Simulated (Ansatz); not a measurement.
System: BiBr3 (C2/m, No. 12). Method: r²SCAN-D4 in Ansatz (plane waves, PAW).

Settings: plane-wave cutoff 500 eV, 8×8×6 k mesh (along the axes of the cell as run), gaussian smearing 0.02 eV, scalar-relativistic PAW data made under PBE.

Cell (relaxed at this level):

```xyz
8
Lattice="3.5938 -6.2201 0.0181 3.5938 6.2201 0.0181 -2.3992 0.0000 6.4672" Properties=species:S:1:pos:R:3 pbc="T T T"
Bi     3.5938    -4.1505     0.0181
Bi     3.5938     4.1505     0.0181
Br    -0.0272    -2.1349     4.8388
Br     4.8156     2.1349     1.6647
Br     4.8156    -2.1349     1.6647
Br    -0.0272     2.1349     4.8388
Br     3.7050     0.0000     4.8164
Br     1.0834     0.0000     1.6870
```

Task: Predict the band gap.

Result: 
band gap: 3.10 eV (on the SCF k mesh)

Note: the relaxation could not lower the start's symmetry, so the cell can be a saddle point above a distorted one.

Spin–orbit coupling is not included; with these elements it can move the gap by several tenths of an eV or more.

Computed values are for the static lattice.

Computing time: very roughly 15 core-minutes.

Ansatz is a first-principles code.
